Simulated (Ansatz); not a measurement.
**SnTe: response to strain**

Start from SnTe in the rock salt structure (space group Fm-3m, No. 225; a = 6.409 Å).

Strains are applied to the cell and any free atomic positions relax.

Calculations: PBE (Ansatz, a program for electronic structure; PAW; 420 eV plane waves; spin-orbit coupling left out).

```json
[
 {"isotropic strain (%)": "-1", "pressure (GPa)": "1.3"},
 {"isotropic strain (%)": "-0.5", "pressure (GPa)": "?"},
 {"isotropic strain (%)": "0", "pressure (GPa)": "0.0"},
 {"isotropic strain (%)": "0.5", "pressure (GPa)": "-0.6"},
 {"isotropic strain (%)": "1", "pressure (GPa)": "-1.1"},
 {"isotropic strain (%)": "1.5", "pressure (GPa)": "-1.6"},
 {"isotropic strain (%)": "2", "pressure (GPa)": "-2.1"},
 {"isotropic strain (%)": "2.5", "pressure (GPa)": "-2.5"},
 {"isotropic strain (%)": "3", "pressure (GPa)": "-2.9"}
]
```

**Question.** Fit P = P₀ − Bδ + Cδ² with δ = (1 + ε)³ − 1 to the rows shown and predict the withheld row.

**Answer.** Least squares on the printed values gives P₀ = 0.0 GPa, B = 40.2 GPa, C = 95.6 GPa (largest residual 0.0 GPa); this predicts 0.6 GPa, and the run gives 0.6 GPa, in agreement.

Stability against distortions was not tested. The final runs are not spin-polarised.
